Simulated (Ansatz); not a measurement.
CsGeBr3 (R3m, No. 160; cell taken from a computed entry), treated with PBEsol in Ansatz (plane waves, PAW).

Numerical settings: plane-wave cutoff 520 eV, 6×6×6 k mesh, Fermi–Dirac smearing 0.01 eV, scalar-relativistic PAW data made under PBE.

Cell (relaxed with PBEsol):

```
CELL_PARAMETERS angstrom
      3.88364     2.24222     3.22221
     -3.88364     2.24222     3.22221
      0.00000    -4.48444     3.22221
ATOMIC_POSITIONS crystal
  Cs 0.00314 0.00314 0.00314
  Ge 0.48555 0.48555 0.48555
  Br 0.01700 0.50605 0.50605
  Br 0.50605 0.01700 0.50605
  Br 0.50605 0.50605 0.01700
```

Problem. Predict the band gap and direct gap at Γ.

Solution. 
band gap: 0.62 eV
direct gap at Γ: 5.26 eV

Spin–orbit coupling is not included.

Static lattice: no zero-point or thermal effects.

Ansatz is a quantum-chemistry and plane-wave program.
